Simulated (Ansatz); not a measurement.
GePt (model structure, started from the MnP type, Pnma, No. 62, 8 atoms in the cell)

All values below come from PBE-D3(BJ) (plane waves, PAW; Ansatz, an electronic-structure program).

Settings: plane-wave cutoff 500 eV, 8×12×6 k mesh (along the axes of the cell as run), Fermi–Dirac smearing 0.05 eV, scalar-relativistic PAW data made under PBE.

Cell (relaxed at this level):

Space group Pnma (No. 62); a = 5.761 Å, b = 3.707 Å, c = 6.100 Å, α = β = γ = 90.00°

```tsv
atom	site	symmetry	x	y	z
Pt	4c	.m.	0.0011	0.2500	0.8091
Ge	4c	.m.	0.1839	0.2500	0.4122
```

```json
{
 "band_gap": "none"
}
```

Spin–orbit coupling is not included.

The computed numbers hold no vibrational or temperature effects.

It cost roughly 6 core-minutes of CPU time.

A model structure was made by putting elements into a prototype or built by hand; here it ended with the formula and space group of a phase in our tables.
